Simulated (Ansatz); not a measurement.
Base system: Rh in the fcc (Cu type) structure (space group Fm-3m, No. 225; a = 3.782 Å; relaxed with 0.1 eV smearing). Axes: x, y, z lie along the cube axes.

The values are results of PBEsol (Ansatz, a quantum-chemistry and plane-wave program, PAW, spin-orbit coupling left out), earlier PAW set, not measurements.

For the base:

- Pressure: 0.0 GPa
- Shortest interatomic distance: 2.674 Å

Modification: the cell is stretched by 2.20 % along z with no lateral relaxation, atoms relaxed at fixed cell.

### Question
How does this affect the energy relative to the base, pressure and shortest interatomic distance?

### Answer
The energy grows by 9.1 meV/atom; the pressure (mean of the normal stresses, compression positive) goes from zero to -6.0 GPa; the shortest interatomic distance stays 2.674 Å.

The cells carry an imposed strain or load. Whether these cells are dynamically stable was not tested. The final runs are not spin-polarised. Rh lies near a magnetic instability that expansion can trigger; it was not tested.
